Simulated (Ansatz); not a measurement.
Consider Zr in the hcp (Mg type) structure (space group P6_3/mmc, No. 194; relaxed with 0.1 eV smearing).

```
Zr
1.0
    3.18249     0.00000     0.00000
   -1.59125     2.75612     0.00000
    0.00000     0.00000     5.12352
Zr
2
Direct
  0.33333   0.66667   0.75000
  0.66667   0.33333   0.25000
```

Cartesian axes are those of the cell as printed.

Calculations: Ansatz (a program for electronic structure) PBEsol, without spin-orbit coupling.

Strains are applied to the cell and any free atomic positions relax; under stress the whole cell relaxes.

One change was made to it. Results:

The shortest interatomic distance decreases by 0.016 Å to 3.137 Å; the energy rises by 2.9 meV/atom.

Task: Which of these changes matches the shifts?
A) tensor shear ε_xz = +0.14 %
B) strain tensor (xx, yy, zz, yz, xz, xy) = (−0.66, −0.60, +1.56, +0.30, −0.27, −0.96) %
C) isotropic strain +2.23 %
D) uniaxial stress, 2 GPa compression along x
E) uniaxial strain ε_xx = +2.66 %

Result: B, strain tensor (xx, yy, zz, yz, xz, xy) = (−0.66, −0.60, +1.56, +0.30, −0.27, −0.96) %. For comparison, the shortest interatomic distance in the other runs: uniaxial stress, 2 GPa compression along x gives 3.109 Å; uniaxial strain ε_xx = +2.66 % gives 3.156 Å; tensor shear ε_xz = +0.14 % gives 3.149 Å; isotropic strain +2.23 % gives 3.223 Å.

Stability under load was not tested beyond the relaxation. All final runs are without spin polarisation.
